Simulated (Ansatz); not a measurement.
Base system: AlN in the wurtzite structure (space group P6_3mc, No. 186; a = 3.114 Å, c = 4.984 Å). Axes: x lies along a and z along c of the hexagonal cell.

Modification: compressive biaxial strain of 2.28 % in the plane normal to [001], as in epitaxy on a mismatched substrate; the out-of-plane cell vector and the atoms relax.

Levels (all Ansatz, a first-principles code, PAW): PBEsol (420 eV, without spin-orbit coupling); r2SCAN (500 eV, no spin-orbit coupling); HSE06 (420 eV, without spin-orbit coupling).

At the geometry relaxed with PBEsol, these levels gave the following band gaps, in shuffled order: (a) 4.45 eV, (b) 5.20 eV, (c) 5.94 eV.

### Question
Match each gap to its level.

### Answer
(a) PBEsol; (b) r2SCAN; (c) HSE06.

Single points use the geometry relaxed with PBEsol. Stability against distortions was not tested.
